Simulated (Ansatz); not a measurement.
# VAs (Pnma): resistivity and electron-phonon coupling

```
VAs
1.0
    5.78373     0.00000     0.00000
    0.00000     3.27495     0.00000
    0.00000     0.00000     6.20919
V As
4 4
Direct
  0.00531   0.25000   0.81763
  0.99469   0.75000   0.18237
  0.49469   0.75000   0.31763
  0.50531   0.25000   0.68237
  0.19106   0.25000   0.42818
  0.80894   0.75000   0.57182
  0.30894   0.75000   0.92818
  0.69106   0.25000   0.07182
```

All values below come from PBEsol, DFPT electron-phonon coupling, linearised Boltzmann equation (plane waves, PAW, scalar-relativistic; Ansatz, a first-principles code). Geometry: relaxed with this functional, without spin-orbit coupling.

resistivity at 300 K: 64 (x), 63 (y), 68 (z) μΩ·cm

A metal at this level (no band gap). Only scattering by harmonic phonons is included (no impurities, grain boundaries, electron-electron scattering or thermal expansion). Spin-orbit coupling is left out. Few carriers conduct, so the values hang on small band overlaps. Halving the electron mesh (16x24x16) moves the resistivity by up to 9 % at 300 K. Smearing 0.20 eV; phonons on a 3x4x3 q mesh, which this run doesn't test and which matters most at low temperature.

Computed structure with no diffraction record at hand here (it may be known, metastable or hypothetical): VAs (Pnma). Treated as nonmagnetic (a ferromagnetic start lost its moment, other orders weren't tried): VAs (Pnma).
